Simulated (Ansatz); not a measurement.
The starting structures come from a database of crystals and need not be the phases stable at ambient conditions.

By PBEsol, the system below comes out a metal.

The ballistic (Sharvin) conductance counts the channels at the Fermi level: G/A = (e²/h) × channels of both spins per area.

```xyz
3
Lattice="4.9623 0.0000 0.0000 -2.4812 4.2975 0.0000 0.0000 0.0000 3.1788" Properties=species:S:1:pos:R:3 pbc="T T T"
Hf     2.4812     1.4325     1.5894
Hf     0.0000     2.8650     1.5894
Hf     0.0000     0.0000     0.0000
```

Space group of this cell: P6/mmm. The cell is strained (lengths along the current scaled by 1.03, ions clamped); by PBEsol its mean pressure is -5.7 GPa.

The current flows along the normal of the first two printed cell vectors, the (001) (indices of the unstrained crystal) plane of the conventional cell. No spin-orbit coupling; the value is a mean over 0.1 eV about the Fermi level.

**Question.** Compute, with PBEsol (Ansatz, a quantum-chemistry and plane-wave program), the ballistic conductance per area.

**Answer.** 0.53 × 10¹⁵ S/m² for both spins.
